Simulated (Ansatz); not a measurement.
Candidates (primitive cells; geometry: cell and atoms relaxed with PBEsol):
A. KF (Fm-3m), a = b = c = 3.752 Å, α = β = γ = 60.00°
B. CdF2 (Fm-3m), a = b = c = 3.807 Å, α = β = γ = 60.00°
C. ScF₃ (Pm-3m), a = b = c = 4.0205 Å, α = β = γ = 90.00°
D. NaF (Fm-3m), a = 3.2731 Å, b = 3.2731 Å, c = 3.2731 Å, α = 60.00°, β = 60.00°, γ = 60.00°
E. CaF$_{2}$ (Fm-3m), a = 3.8329 Å, b = 3.8329 Å, c = 3.8329 Å, α = 60.00°, β = 60.00°, γ = 60.00°

**Question.** Order them by hole conductivity mass (highest first) at the level r2SCAN, rigid bands (Ansatz, a first-principles code).

**Answer.** D (6.8 mₑ), A (5.4 mₑ), C (4.1 mₑ), B (3.0 mₑ), E (2.1 mₑ)

Masses are for dilute carriers at 300 K, harmonic means over directions unless an axis is named. Spin-orbit coupling is left out.

Formula and space group known from diffraction (Crystallography Open Database), not checked to be the room-temperature form: CdF2 (Fm-3m), ScF3 (Pm-3m).
